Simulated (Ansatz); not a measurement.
**Hf₂Si (I4/mcm, No. 140, 6 atoms in the cell; start mp-9938)**

These are LDA (Ansatz, a quantum-chemistry and plane-wave program, plane waves, PAW) values and carry that method's errors.

Settings: plane-wave cutoff 500 eV, 10×10×10 k mesh, Fermi–Dirac smearing 0.05 eV, scalar-relativistic PAW data made under PBE.

Cell (relaxed at this level):

```
Hf2Si
1.0
   -3.22403     3.22403     2.55222
    3.22403    -3.22403     2.55222
    3.22403     3.22403    -2.55222
Hf Si
4 2
Direct
  0.84340   0.65660   0.50000
  0.15660   0.34340   0.50000
  0.65660   0.15660   0.81319
  0.34340   0.84340   0.18681
  0.75000   0.75000   0.00000
  0.25000   0.25000   0.00000
```

```yaml
band_gap: none
```

Note: the relaxation could not lower the start's symmetry, so the cell can be a saddle point above a distorted one.

Spin–orbit coupling is not included.

Computed values are for the static lattice.

Computing time: roughly 5 core-minutes.

A start named mp-… is a Materials Project structure, which need not be a measured phase.
